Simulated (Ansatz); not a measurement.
Take BaTiO3 in the cubic perovskite structure (space group Pm-3m, No. 221; a = 3.9944 Å) as the base.

All numbers come from Ansatz (a quantum-chemistry and plane-wave program), r2SCAN, PAW, cutoff 500 eV, no SOC, earlier PAW set.

Base values:

| Quantity | Value |
|---|---|
| Band gap | 2.18 eV |
| Pressure | 0.00 GPa |
| Gap character | indirect, R → Γ |
| Smallest direct gap | 2.28 eV |

Modification: the cell is scaled by 1.0549 in all directions, atoms relaxed at fixed cell.

Question: What happens to the band gap, pressure, energy relative to the base, gap character and smallest direct gap?

Answer: The band gap shrinks by 0.41 eV, from 2.18 eV to 1.77 eV; the pressure goes from zero to -20.23 GPa; the energy increases by 162 meV/atom; the gap character remains indirect, R → Γ; the smallest direct gap falls by 0.28 eV, from 2.28 eV to 2.00 eV.

The cells carry an imposed strain or load. Whether these cells are dynamically stable was not tested. All final runs are without spin polarisation. Many cubic perovskites are stable only at high temperature; tilts and polar distortions were not tested. This is not the structure that BaTiO3 has at room temperature and ambient pressure.
